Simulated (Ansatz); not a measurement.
A15 Nb3Sn (cubic form, which distorts at low temperature), treated with PBEsol (Ansatz, a first-principles code, plane waves, PAW).

Input file:

Ansatz 0.2 input:
```yaml
crystal:
  lattice:
    - [5.361651726, 0.0, 0.0]
    - [0.0, 5.361651726, 0.0]
    - [0.0, 0.0, 5.361651726]
  atoms:
    - { symbol: Nb, position: [0.25, 0.0, 0.5] }
    - { symbol: Nb, position: [0.5, 0.25, 0.0] }
    - { symbol: Nb, position: [0.5, 0.75, 0.0] }
    - { symbol: Nb, position: [0.75, 0.0, 0.5] }
    - { symbol: Nb, position: [0.0, 0.5, 0.75] }
    - { symbol: Nb, position: [0.0, 0.5, 0.25] }
    - { symbol: Sn, position: [0.5, 0.5, 0.5] }
    - { symbol: Sn, position: [0.0, 0.0, 0.0] }
basis:
  ecutwfc: 520
  ecutrho_ratio: 4
  xc_grid: 2
kpoints:
  mp_grid: { grid: [10, 10, 10] }
hamiltonian:
  xc: pbesol
  dispersion: none
  pseudopotentials: { kind: paw }
scf:
  occupations: { method: fermi_dirac, width: 0.05 }
  convergence: { dr2_threshold: 0.0000000008 }
output:
  forces: true
  stress: true
  eigenvalues: true
```

Problem. How many irreducible k-points, plane waves at Γ does the program set up, and what pressure does the run end with?

Solution. 56 irreducible k-points, 4139 plane waves at Γ; P = -9.06 GPa, so the cell is stretched on average and its volume would shrink at this level.

Output (set-up and result lines):

```
Crystal: 8 atoms, lattice volume = 154.133 Å³
Basis set: ecut = 520 eV, 4139 PW (Γ), exchange–correlation on 80×80×80 points (8 copies of the dense FFT grid, shifted against one another)
Bands: 64, of which v1, the nominal top of the filled ones, is band 53 counted from 1 (52 counted from 0)
Symmetry: 48 space group operations
Space group: Pm-3n (ITA 223), of the structure as read, at distance tolerance 5.4e-5 Å
k-points: 56 of 1000
Functional: x = pbesol(κ = 0.804, μ = 0.12345679012345678), c = pbesol(β = 0.046)
SCF iter   1: F=—  HF=-38873.808658 eV  |F-HF|=—  |Δ(HF+E_count)|=         —  Δρ=6.22e-3  dr2=5.69e-2
SCF iter   2: F=—  HF=-38873.795721 eV  |F-HF|=—  |Δ(HF+E_count)|=   1.29e-2  Δρ=3.26e-3  dr2=1.66e-2
  ...
SCF iter   6: F=—  HF=-38873.790229 eV  |F-HF|=—  |Δ(HF+E_count)|=   1.96e-8  Δρ=2.22e-6  dr2=5.54e-9
SCF iter   7: F=-38873.790229 eV  HF=-38873.790229 eV  |F-HF|=3.27e-10  |Δ(HF+E_count)|=  2.55e-10  Δρ=5.26e-7  dr2=3.25e-10
SCF 1 converged in 7 iterations: F = -38873.790229 eV  dr2 = 3.25e-10
SCF converged after 7 iterations
Free energy (F): -38873.790229 eV
Internal energy: -38873.676366 eV  (E = F + TS)
E sigma→0 (E₀):  -38873.733298 eV
Fermi energy:    16.263148 eV
--- Forces (eV/Å), atoms counted from 1 ---
  atom   1  Nb    -0.00000000     0.00000000     0.00000000
  atom   2  Nb     0.00000000     0.00000000     0.00000000
  atom   3  Nb    -0.00000000    -0.00000000     0.00000000
  atom   4  Nb     0.00000000    -0.00000000     0.00000000
  atom   5  Nb    -0.00000000     0.00000000     0.00000000
  atom   6  Nb     0.00000000    -0.00000000     0.00000000
  atom   7  Sn     0.00000000    -0.00000000     0.00000000
  atom   8  Sn     0.00000000    -0.00000000    -0.00000000
--- Stress (GPa, compression-positive) ---
       -9.058062       0.000000       0.000000
       -0.000000      -9.058062       0.000000
        0.000000       0.000000      -9.058062
  P = ⅓ Tr σ = -9.0581 GPa (-90.581 kbar)
```

The cell is one volume of an energy–volume scan, off the minimum.

The PAW data were made under PBE.

Note: symmetry holds this phase in the static calculation, where it need not be a minimum.
